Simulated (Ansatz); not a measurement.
An Ansatz (a first-principles code) run: Ti3AlN; PBEsol/PAW in Ansatz, no spin-orbit coupling.

Input:

Ansatz 0.2 input:
```yaml
crystal:
  lattice:
    - [4.0860545901, 0, 0]
    - [0, 4.0860545901, 0]
    - [0, 0, 4.0860545901]
  atoms:
    - { symbol: Ti, position: [0.5, 0, 0.5] }
    - { symbol: Ti, position: [0, 0.5, 0.5] }
    - { symbol: Ti, position: [0.5, 0.5, 0] }
    - { symbol: Al, position: [0, 0, 0] }
    - { symbol: N, position: [0.5, 0.5, 0.5] }
basis: { ecutwfc: 420, ecutrho_ratio: 4, xc_grid: 2, fft_grid_basis: typed }
kpoints: { mp_grid: { grid: [11, 11, 11] } }
hamiltonian:
  xc: pbesol
  dispersion: none
  pseudopotentials: { kind: paw }
scf: { occupations: { method: fermi_dirac, width: 0.05 }, convergence: { dr2_threshold: 0.0000000005 } }
output: { forces: true, stress: true }
```

Output (explanatory and most iteration lines left out):

```
Pseudopotential: Ti, paw, valence charge 12
Pseudopotential: Al, paw, valence charge 3
Pseudopotential: N, paw, valence charge 5
Crystal: 5 atoms, lattice volume = 68.220 Å³
Basis set: ecut = 420 eV, 1357 PW (Γ), exchange–correlation on 60×60×60 points (8 copies of the dense FFT grid, shifted against one another)
Bands: 27, of which v1, the nominal top of the filled ones, is band 22 counted from 1 (21 counted from 0)
Symmetry: 48 space group operations
Space group: Pm-3m (ITA 221), of the structure as read, at distance tolerance 4.1e-5 Å
k-points: 56 of 1331
Functional: x = pbesol(κ = 0.804, μ = 0.12345679012345678), c = pbesol(β = 0.046)
SCF iter   1: F=—  HF=-8329.955005 eV  |F-HF|=—  |Δ(HF+E_count)|=         —  Δρ=9.20e-3  dr2=4.19e-2  ethr=1.77e-3  ⟨swp⟩=5.1  Hψ=6575  notcnv=0
SCF iter   2: F=—  HF=-8329.942981 eV  |F-HF|=—  |Δ(HF+E_count)|=   1.20e-2  Δρ=3.20e-3  dr2=4.62e-3  ethr=9.53e-5  ⟨swp⟩=2.0  Hψ=2465  notcnv=0
SCF 1 converged in 8 iterations: F = -8329.941264 eV  dr2 = 9.98e-11
SCF converged after 8 iterations
Free energy (F): -8329.941264 eV
Internal energy: -8329.906785 eV  (E = F + TS)
E sigma→0 (E₀):  -8329.924024 eV
Entropy (-TS):   -0.034480 eV (-6.896 meV/atom)
Fermi energy:    13.431311 eV
--- Forces (eV/Å), atoms counted from 1 ---
  atom   1  Ti     0.00000000    -0.00000000     0.00000000
  atom   2  Ti     0.00000000     0.00000000     0.00000000
  atom   3  Ti     0.00000000     0.00000000     0.00000000
  atom   4  Al    -0.00000000    -0.00000000    -0.00000000
  atom   5  N      0.00000000    -0.00000000    -0.00000000
--- Stress (GPa, compression-positive) ---
        0.001703      -0.000000      -0.000000
        0.000000       0.001703      -0.000000
        0.000000       0.000000       0.001703
  P = ⅓ Tr σ = 0.0017 GPa (0.017 kbar)
```

Stability against distortions was not tested. All final runs are without spin polarisation. The cell is Ti3AlN in the anti-perovskite structure (space group Pm-3m, No. 221; a cell from a computed database, its experimental status unchecked).
